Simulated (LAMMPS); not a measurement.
MD of Al (fcc) at zero pressure, 4000 atoms, as a liquid; each row is its own run.

Method: classical MD, pair style eam/alloy, file AlCu.eam.alloy, run in LAMMPS.

```
T (K)  D(Al) (cm²/s)
-----  -------------
650          2.30e-5
750          3.73e-5
840          5.57e-5
930          7.19e-5
1030         9.41e-5
1310        0.000164
1490        0.000217
```

Question: Fit an Arrhenius law, ln y = a + b / x, to these rows (x is the first column, y the second) and predict the run at x = 1170.

Answer: Least squares gives a = -6.7415 and b = -2578. The slope times kB gives an activation energy of 0.22 eV. At x = 1170 the fit predicts 0.000130 cm²/s. The run itself gave (1.33 ± 0.01) × 10^-4 cm²/s, so the fit is 2.3 % low.

Caution (row 650): this liquid lies under the melting point of about 750 K that EAM-type AlCu.eam.alloy gives, so it is undercooled.

Errors of D are the spread over four groups of atoms in one short run; a floor of about 5 %, a picked value, is safer.
